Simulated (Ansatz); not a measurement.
Results of LDA in Ansatz (PAW) for corundum In₂O₃ (high-pressure phase).

Numerical settings: plane-wave cutoff 520 eV, 8×8×8 k mesh, Fermi–Dirac smearing 0.01 eV, scalar-relativistic PAW data made under PBE.

Computed at the level's own relaxed cell.

Question: What does this level give for the band gap, lattice constant a and lattice parameter c?

Answer: 
- band gap = 1.30 eV (on the SCF k mesh)
- lattice constant a = 5.461 Å
- lattice parameter c = 14.370 Å

Spin–orbit coupling is not included.

Ansatz is a first-principles code.
